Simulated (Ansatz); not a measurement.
SnSiO₃ (model structure, started from the tetragonal perovskite type, P4mm, No. 99, 5 atoms in the cell) was calculated with G0W0@PBEsol (hard PAW, contour deformation, complete-basis limit; Ansatz, a program for electronic structure).

Settings: largest k mesh 8×8×6 (not extrapolated in the mesh).

Cell (relaxed with PBEsol):

SnO₃Si is taken in the tetragonal space group P4mm (No. 99), Pearson symbol tP5. Cell: a = b = 3.4653 Å, c = 4.6902 Å, α = β = γ = 90.00°. Si on 1b is surrounded by 1 O at 1.630 Å and 4 O at 1.807 Å. Sn on 1a is surrounded by 4 O at 2.440 Å and 4 O at 2.587 Å. O1 on 1b is coordinated by 1 Si at 1.630 Å and 4 Sn at 2.587 Å. O2 on 2c has 2 Si at 1.807 Å and 2 Sn at 2.440 Å. (Neighbours: up to the widest gap in distance over summed covalent radii, below 1.35, at either atom; cation-cation and far metal-metal contacts left out.)

Estimate the band gap that the calculation returns.


- band gap = 2.26 eV

Note: filled d or f shells below the valence bands can shift G0W0 gaps through exchange with them, which wasn't tested here; the relaxation could raise the start's symmetry but not lower it, so the cell can be a saddle point; the gap holds a correction of +0.42 eV to the complete basis.

Spin–orbit coupling is not included.

Static lattice: no zero-point or thermal effects.

Cost on a shared machine: very roughly 2.5 core-hours.

A model structure was made by putting elements into a prototype or built by hand; it is no filed structure, need not be a known phase, and can be a saddle point held by its symmetry.
